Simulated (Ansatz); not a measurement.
Cu3N (model structure, started from the ReO3 type, Pm-3m, No. 221, 4 atoms in the cell) was calculated with PBE-D3(BJ) (Ansatz, an electronic-structure program, plane waves, PAW).

Settings: plane-wave cutoff 500 eV, 12×12×12 k mesh, Fermi–Dirac smearing 0.05 eV, no spin polarisation, scalar-relativistic PAW data made under PBE.

Cell (relaxed at this level):

```
Cu3N
1.0
    3.78221     0.00000     0.00000
    0.00000     3.78221     0.00000
    0.00000     0.00000     3.78221
N Cu
1 3
Direct
  0.00000   0.00000   0.00000
  0.50000   0.00000   0.00000
  0.00000   0.00000   0.50000
  0.00000   0.50000   0.00000
```

**Question.** Give the computed band gap.

**Answer.** 
band gap: 0.11 eV (under three smearing widths, so not firm)

Static lattice: no zero-point or thermal effects.

A model structure was made by putting elements into a prototype or built by hand; here it ended with the formula and space group of a phase in our tables.
